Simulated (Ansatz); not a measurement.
Consider BN in the zinc blende structure (space group F-43m, No. 216; a = 3.606 Å). Axes: x, y, z lie along the cube axes.

Calculations: plane-wave PAW DFT at the PBEsol level (Ansatz, an electronic-structure program, 420 eV), no spin-orbit coupling.

Strains are applied to the cell and any free atomic positions relax; under biaxial strain the out-of-plane vector relaxes too.

One change was made to it. Results:

The band gap falls by 0.275 eV (4.30 eV → 4.02 eV); the smallest direct gap drops by 0.23 eV to 8.58 eV.

**Question.** Name the change that was made.
(A) biaxial strain +1.00 %, plane normal [001], relaxed out of plane
(B) biaxial strain +2.00 %, plane normal [001], relaxed out of plane
(C) biaxial strain +0.50 %, plane normal [001], relaxed out of plane
(D) biaxial strain −1.50 %, plane normal [001], relaxed out of plane

**Answer.** A, biaxial strain +1.00 %, plane normal [001], relaxed out of plane. For comparison, the band gap in the other runs: biaxial strain +2.00 %, plane normal [001], relaxed out of plane gives 3.77 eV; biaxial strain +0.50 %, plane normal [001], relaxed out of plane gives 4.16 eV; biaxial strain −1.50 %, plane normal [001], relaxed out of plane gives 4.12 eV.

Stability against distortions was not tested.
